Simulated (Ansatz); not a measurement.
For GaSb (model structure, started from the rocksalt type, Fm-3m, No. 225, 2 atoms in the cell), PBEsol in Ansatz (PAW) gives:

| Item | Result |
|---|---|
| equilibrium lattice constant a | 5.697 Å |
| cohesive energy | 3.06 eV/atom |

**Question.** What does r²SCAN+rVV10 (plane waves, PAW; Ansatz, a program for electronic structure) give for the same quantities?

**Answer.** 
- lattice constant a: 5.713 Å (rises by 0.3 %)
- cohesive energy: 2.87 eV/atom (decreases by 0.19 eV/atom)

Changes are worked out from the printed values.

Unless a cell is named, each level is at its own relaxed cell (PBEsol 23.12, r²SCAN+rVV10 23.31 Å³/atom).

Levels without +SOC leave out spin–orbit coupling, which shifts energies and cells of such heavy elements.

Ansatz's density-functional and Hartree–Fock values are scalar-relativistic unless marked +SOC, with PAW data made under PBE.

A model structure was made by putting elements into a prototype or built by hand; it is no filed structure, need not be a known phase, and can be a saddle point held by its symmetry.
